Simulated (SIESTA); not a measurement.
SIESTA 5.4.2, DFT, PBE, numerical atomic orbitals DZP, PseudoDojo PBE standard norm-conserving (rewritten from UPF to PSML): fcc Cu, atoms displaced (Cu8), 8 atoms. Basis and mesh were picked for this test and aren't claimed converged.

```yaml
cell: 7.23, 3.62, 3.62 Å; 90, 90, 90°
distance_to_the_nearest_atom: 2.47 to 2.52 Å
task: scf
k mesh: 3×6×6
PAO.BasisSize: DZP
PAO.EnergyShift: 0.01 Ry
MeshCutoff: 300 Ry
ElectronicTemperature: 1000 K
MaxSCFIterations: 200
SCF.DM.Tolerance: 0.0001
Diag.ParallelOverK: true
SolutionMethod: diagon (default)
Diag.Algorithm: Divide-and-Conquer (default)
SCF.H.Tolerance: 0.001 eV (default)
k-points: 65
basis_orbitals: 152
electrons: 152
real_space_mesh: 80×40×40
```

Machine: one whole node, AMD EPYC (Zen 5), 96 cores on 1 socket, no SMT, 12 L3 cache groups; 94 cores' worth of CPU time may be used.

Each time is the median wall time of two to five repeats, run one at a time on the otherwise empty machine; start-up is included. Processes are pinned to neighbouring cores unless said otherwise. Build: conda-forge: Open MPI, OpenBLAS, ScaLAPACK, ELSI, no OpenMP. Other compilers and libraries give other times. Scratch files lie in a memory file system.

All on 16 ranks. Base settings, kept where nothing else is said: SCF.Mixer.Method = Pulay, SCF.Mixer.Weight = 0.1, SCF.Mixer.History = 6, SCF.Mix = Hamiltonian (default), SCF.Mixer.Restart = 0 (default), SCF.Mixer.Variant = stable (default), SCF.Mix.First = true (default). The settings tried:
- SCF.Mix = density
- SCF.Mixer.Restart = 15
- SCF.Mixer.Weight = 0.35
- the base settings
- SCF.Mixer.History = 3
- SCF.Mixer.History = 20
- SCF.Mixer.Weight = 0.8
- SCF.Mix.First = false
- SCF.Mixer.Method = linear, SCF.Mixer.Variant = not set
- SCF.Mixer.History = 2
- SCF.Mixer.Variant = original+SVD
- SCF.Mixer.History = 10
- SCF.Mixer.Method = Broyden, SCF.Mix = density, SCF.Mixer.Variant = not set

Task: Which of them ends in the fewest SCF iterations, and which in the least time?

Result: Fewest SCF iterations: SCF.Mixer.Weight = 0.35 (11). Shortest time: SCF.Mixer.Weight = 0.35, 2.4 s. All converged. In the base run the program took: dense solver D&C.

```tsv
setting	SCF iterations	wall time
SCF.Mixer.Weight = 0.35	11	2.4 s
SCF.Mixer.Method = Broyden, SCF.Mix = density, SCF.Mixer.Variant = not set	13	2.5 s
SCF.Mix = density	13	2.5 s
SCF.Mixer.History = 3	13	2.6 s
SCF.Mixer.Restart = 15	13	2.6 s
SCF.Mixer.History = 20	13	2.6 s
SCF.Mixer.History = 10	13	2.6 s
SCF.Mixer.Variant = original+SVD	13	2.6 s
the base settings	13	2.6 s
SCF.Mix.First = false	14	2.7 s
SCF.Mixer.Weight = 0.8	16	2.9 s
SCF.Mixer.History = 2	26	4.0 s
SCF.Mixer.Method = linear, SCF.Mixer.Variant = not set	58	7.6 s
```
